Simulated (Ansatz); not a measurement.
A computed series for IrO2: pressure series

Take IrO₂ in the rutile structure (space group P4_2/mnm, No. 136; a = 4.472 Å, c = 3.154 Å) as the base.

Cell and atoms are relaxed at each pressure.

Computed with PBEsol (Ansatz, a first-principles code), no spin-orbit coupling, earlier PAW set.

```csv
pressure (GPa),volume per atom (Å³/atom)
-2,10.585
-1,10.548
0,10.511
0.3,10.501
1.5,?
3,10.406
5,10.339
7.5,10.258
10,10.181
```

Question: Fit the third-order Birch–Murnaghan form P(V) = (3B₀/2)[(V₀/V)^(7/3) − (V₀/V)^(5/3)]·[1 + (3/4)(B₀′ − 4)((V₀/V)^(2/3) − 1)] (squares taken in P) to the rows shown and predict the withheld row.

Answer: Least squares on the printed values gives V₀ = 10.511 Å³/atom, B₀ = 291 GPa, B₀′ = 4.6; this predicts 10.458 Å³/atom, and the run gives 10.458 Å³/atom, in agreement.

Load acts through the strain it causes; cell and atoms are relaxed under it. Stability against distortions was not tested. Competing high-pressure phases were not computed. No Hubbard U is applied, and correlation can decide whether such a compound is a metal. All final runs are without spin polarisation.
